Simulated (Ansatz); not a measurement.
Tunnelling through a barrier is set by its complex band structure: the current falls as exp(−2κd) with the smallest κ.

```
CELL_PARAMETERS angstrom
      2.51783     0.00000     0.00000
     -1.25892     2.18051     0.00000
      1.25892     0.72684     2.05580
ATOMIC_POSITIONS crystal
  C  0.00000 0.50000 0.50000
  C  0.50000 0.25000 0.25000
```

Space group of this cell: Fd-3m, diamond. The cell is taken as given.

Transport runs along the normal of the first two printed cell vectors, the (111) plane of the conventional cell.

No gap correction and no spin-orbit coupling; mid-gap values are interpolated between computed energies.

### Question
State the band gap and the smallest decay constant κ at mid-gap according to r2SCAN (Ansatz, a quantum-chemistry and plane-wave program).

### Answer
Gap 4.37 eV on a 16×16×16 mesh; κ = 0.252 1/Å, at the zone centre.
